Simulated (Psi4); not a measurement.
Psi4 1.11, PBE/def2-svp: Sn(H)2(Vi)(OEt) (C=[CH][SnH2][O]CC), 16 atoms. The geometry is a generated start, not checked to be a minimum at this level.

```json
{
  "task": "energy",
  "method": "pbe",
  "basis": "def2-svp",
  "memory": "3 GB",
  "maxiter": "100",
  "keys_of_the_molecule_block": "symmetry c1",
  "scf_type": "df (default)",
  "guess": "auto, which took SAD (default)",
  "scf_initial_accelerator": "adiis (default)",
  "e_convergence": "1e-06 (default)",
  "d_convergence": "1e-06 (default)",
  "dft_radial_points": "75 (default)",
  "dft_spherical_points": "302 (default)",
  "effective_core_potentials": "those of the basis set, past Kr",
  "basis_functions": "146",
  "grid_points": "343048"
}
```

```xyz
16

Sn     0.8284     0.4460    -1.1769
C      2.4647     0.6710     0.1746
C      3.4618    -0.1858     0.2621
O     -0.5539    -0.1516     0.1079
C     -1.8828    -0.5088    -0.1511
C     -2.7389    -0.1117     1.0405
H      1.0335    -0.7445    -2.3823
H      0.2118     1.8342    -1.9529
H      2.4030     1.5161     0.8430
H      3.5482    -1.0393    -0.3915
H      4.2506    -0.0638     0.9914
H     -2.2648    -0.0234    -1.0564
H     -1.9384    -1.5925    -0.3061
H     -2.3155    -0.5375     1.9457
H     -3.7533    -0.4778     0.9102
H     -2.7544     0.9695     1.1418
```

One run each on 2 threads. Values of diis_max_vecs tried: 3, 6, 10 (default), 20.

Task: How does the count of SCF iterations change with diis_max_vecs, and where is it least?

Result: Fewest SCF iterations, within one of each other: 6 with 11, 10 (default) with 11, 20 with 11. The count rises to 32 at 3. All converge to one solution.

```tsv
diis_max_vecs	SCF iterations	end
3	32	same solution
6	11	same solution
10 (default)	11	same solution
20	11	same solution
```
